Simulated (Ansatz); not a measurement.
## Be₂C (space group Fm-3m, No. 225)

```cif
data_C4Be8
_chemical_formula_sum 'Be8 C4'
_space_group_name_H-M_alt 'Fm-3m'
_space_group_IT_number 225
_space_group_name_Hall '-F 4 2 3'
_cell_length_a 4.30998
_cell_length_b 4.30998
_cell_length_c 4.30998
_cell_angle_alpha 90.000
_cell_angle_beta 90.000
_cell_angle_gamma 90.000
loop_
_atom_site_label
_atom_site_type_symbol
_atom_site_symmetry_multiplicity
_atom_site_Wyckoff_symbol
_atom_site_fract_x
_atom_site_fract_y
_atom_site_fract_z
_atom_site_occupancy
Be1 Be 8 c 0.25000 0.25000 0.25000 1
C1 C 4 a 0.00000 0.00000 0.00000 1
```
(The calculation used a cell of 3 atoms; values per cell refer to that cell.)

All numbers come from Ansatz (an electronic-structure program) PBEsol, no spin-orbit coupling, earlier PAW set. k-mesh 13×13×13 (Γ-centred); smearing 0.05 eV (Fermi–Dirac).

```json
{
 "volume_per_atom": "6.67 Å³",
 "density": "2.49 g/cm³",
 "band_gap": "1.08 eV, indirect, Γ → X",
 "electron_mass": "0.70 mₑ along k, 0.23 mₑ across",
 "Hole mass (degenerate bands, along [100])": "0.26, 0.26, 0.42 mₑ",
 "Lowest conduction-band minima above the VBM": "X along ⟨100⟩ 1.08 eV",
 "total_energy": "-142.725 eV/atom (σ→0; compares only within this code and set-up)"
}
```

Effective masses come from finite differences of ±0.01 Å⁻¹. Along k means along the line from Γ to the band edge. Stability against distortions was not tested.
